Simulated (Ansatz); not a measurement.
```
CELL_PARAMETERS angstrom
      0.00000     2.95188     2.95188
      2.95188     0.00000     2.95188
      2.95188     2.95188     0.00000
ATOMIC_POSITIONS crystal
  I  0.75000 0.75000 0.75000
  Cu 0.00000 0.00000 0.00000
```

No spin polarisation.

All numbers come from r2SCAN, PAW, 500 eV (Ansatz, a quantum-chemistry and plane-wave program; without spin-orbit coupling), earlier PAW set. Γ-centred 10×10×10 mesh, Fermi–Dirac width 0.05 eV.

Problem. Predict the hole mass, band gap, gap character and width of the top valence band.

Solution. The hole mass (degenerate bands, along [100]) is 0.28, 0.62, 0.62 mₑ (at Γ). The band gap is 1.85 eV, the gap character is direct at Γ and the width of the top valence band is 1.80 eV.

With I present, leaving out spin-orbit coupling can change the band edges. Load acts through the strain it causes; cell and atoms are relaxed under it. Effective masses come from finite differences of ±0.01 Å⁻¹. No phonon test of stability was made. Tetrahedral semiconductors of this kind turn to denser phases somewhere between about 1 and 50 GPa; those were not computed, so compressed cells here can lie past the real transition. The final runs are not spin-polarised. The cell was made from CuI in the zinc blende structure (space group F-43m, No. 216) by this change: pressure 3 GPa.
